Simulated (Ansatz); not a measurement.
The structure below was relaxed with PBEsol (Ansatz, a quantum-chemistry and plane-wave program; PAW; 420 eV plane waves; no spin-orbit coupling), at pressure 0.3 GPa.

```
CELL_PARAMETERS angstrom
      4.82395     0.00000     0.00000
      0.00000     4.82395     0.00000
      0.00000     0.00000     7.45690
ATOMIC_POSITIONS crystal
  Te 0.98075 0.98075 0.50000
  Te 0.51925 0.48075 0.75000
  Te 0.01925 0.01925 0.00000
  Te 0.48075 0.51925 0.25000
  O  0.75008 0.85883 0.30689
  O  0.64117 0.25008 0.55689
  O  0.24992 0.14117 0.80689
  O  0.35883 0.74992 0.05689
  O  0.25008 0.64117 0.44311
  O  0.14117 0.24992 0.19311
  O  0.74992 0.35883 0.94311
  O  0.85883 0.75008 0.69311
```

Question: Find the space group and the Wyckoff positions.

Answer: Space group P4₁2₁2 (No. 92); a = 4.8239 Å, b = 4.8239 Å, c = 7.4569 Å, α = 90.00°, β = 90.00°, γ = 90.00°

```json
[
 {"atom": "Te", "site": "4a", "symmetry": "..2", "x": "0.0193", "y": "0.0193", "z": "0.0000"},
 {"atom": "O", "site": "8b", "symmetry": "1", "x": "0.1412", "y": "0.2499", "z": "0.1931"}
]
```

Load acts through the strain it causes; cell and atoms are relaxed under it. Whether these cells are dynamically stable was not tested. The cell was made from TeO2 (space group P4_12_12, No. 92) by this change: pressure 0.3 GPa.
